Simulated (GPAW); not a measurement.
Input and output of a self-consistent single point for NbN (Fm-3m, 2 atoms in the cell) (GPAW).

Level of theory: PBE, GPAW PAW datasets PBE (gpaw-data 1.0.1) (plane waves; GPAW 25.7.0).

The change in words: lattice scaled by 0.98. Reference geometry:
```xyz
2
Lattice="0.0000 2.1950 2.1950 2.1950 0.0000 2.1950 2.1950 2.1950 0.0000" Properties=species:S:1:pos:R:3 pbc="T T T"
Nb     0.0000     0.0000     0.0000
N      2.1950     2.1950     2.1950
```

Reference input (self-consistent single point, DFT PBE, plane waves, GPAW PAW datasets PBE (gpaw-data 1.0.1)): mode = pw; ecut = 900 eV; xc = PBE; kpts = 17 17 17; mesh shift (steps) = 0 0 0; occupations.name = methfessel-paxton; occupations.width = 0.136 eV; occupations.order = 0; nbands = -8; convergence.density = 1e-05 e/electron; symmetry.symmorphic = false; symmetry.tolerance = 0.0005. This run's input differs from it in these lines:

```diff
@@ -5,5 +5,5 @@
 atoms = Atoms(['Nb', 'N'],
-              cell=[[0.000000, 2.195000, 2.195000],
-                    [2.195000, 0.000000, 2.195000],
-                    [2.195000, 2.195000, 0.000000]],
+              cell=[[0.000000, 2.151100, 2.151100],
+                    [2.151100, 0.000000, 2.151100],
+                    [2.151100, 2.151100, 0.000000]],
               scaled_positions=[[0.000000, 0.000000, 0.000000],
```

Output, abridged:

```
     iter     time        total  log10-change:
                         energy   eigst   dens
iter:   1 --:--:--   -24.109065
iter:   2 --:--:--   -23.121211   -1.31  -0.93
iter:   3 --:--:--   -20.740434   -1.06  -0.99
iter:   4 --:--:--   -20.818382   -2.67  -1.42
iter:   5 --:--:--   -20.713891   -1.63  -1.42
iter:   6 --:--:--   -20.675365   -3.06  -1.95
iter:   7 --:--:--   -20.672615   -3.24  -2.40
iter:   8 --:--:--   -20.671733c  -4.25  -2.60
iter:   9 --:--:--   -20.671717c  -6.10  -3.20
iter:  10 --:--:--   -20.671717c  -5.04  -3.23
iter:  11 --:--:--   -20.671708c  -6.41  -3.69
iter:  12 --:--:--   -20.671708c  -7.66c -4.52
iter:  13 --:--:--   -20.671708c  -9.69c -4.98
iter:  14 --:--:--   -20.671708c  -9.09c -5.10c
Converged after 14 iterations.

Dipole moment: (-0.000000, -0.000000, -0.000000) |e|*Ang

Energy contributions relative to reference atoms: (reference = -105387.869293)

Kinetic:        +21.318487
Potential:      -23.945140
External:        +0.000000
XC:             -17.903727
Entropy (-ST):   -0.007766
Local:           -0.137445
SIC:             +0.000000
--------------------------
Free energy:    -20.675591
Extrapolated:   -20.671708

Showing only first 2 kpts
 Kpt  Band  Eigenvalues  Occupancy
  0     7     12.34236    2.00000
  0     8     13.69031    2.00000
  0     9     13.69031    2.00000
  0    10     13.69031    2.00000

  1     7     12.06781    2.00000
  1     8     13.52307    2.00000
  1     9     14.14467    2.00000
  1    10     14.14467    2.00000

Fermi level: 15.84417

No gap
No difference between direct/indirect transitions
Energy (eV): -20.671708

Forces in eV/Ang:
  0 Nb    0.00000   -0.00000   -0.00000
  1 N    -0.00000    0.00000    0.00000

Stress tensor:
    -0.170155    -0.000000    -0.000000
    -0.000000    -0.170155     0.000000
    -0.000000     0.000000    -0.170155
Stress (GPa, Voigt): [-27.2618 -27.2618 -27.2618   0.      -0.      -0.    ]
```

The run converged in 14 iterations. GPAW prints stress with tension positive. Against the reference run the free energy rises by 59.9 meV/atom.

At such cutoffs GPAW's stress carries a finite-basis (Pulay) error, which enters relaxed cells too; its log prints stress with tension positive.

The starting cell has typed, rounded lattice constants, without a prior relaxation at this level. For this run, on top of that: lattice scaled by 0.98. Spin polarisation is off.

Cost on one core of a shared machine: roughly 50 s.
